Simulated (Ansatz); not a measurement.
MgS (model structure, started from the alpha GeTe type, Fm-3m, No. 225, 2 atoms in the cell), treated with PBE0 (Ansatz, a first-principles code, plane waves, PAW).

Numerical settings: plane-wave cutoff 500 eV, 8×8×8 k mesh, Fermi–Dirac smearing 0.05 eV, scalar-relativistic PAW data made under PBE.

Cell (relaxed with r²SCAN):

Space group Fm-3m (No. 225); a = b = c = 5.203 Å, α = β = γ = 90.00°

```
atom  site  symmetry       x       y       z
----  ----  --------  ------  ------  ------
Mg      4b      m-3m  0.5000  0.5000  0.5000
S       4a      m-3m  0.0000  0.0000  0.0000
```
(The calculation used a cell of 2 atoms; values per cell refer to that cell.)

Problem. Give the computed band gap.

Solution. 
- band gap: 4.53 eV (on the SCF k mesh)

Note: exact exchange on metals is sensitive to the k mesh and can open a false gap; cell and atoms aren't relaxed at this level (pressure -0.4 GPa).

Computed values are for the static lattice.

The result took roughly 2.5 core-minutes.

A model structure was made by putting elements into a prototype or built by hand; here it ended with the formula and space group of a phase in our tables.
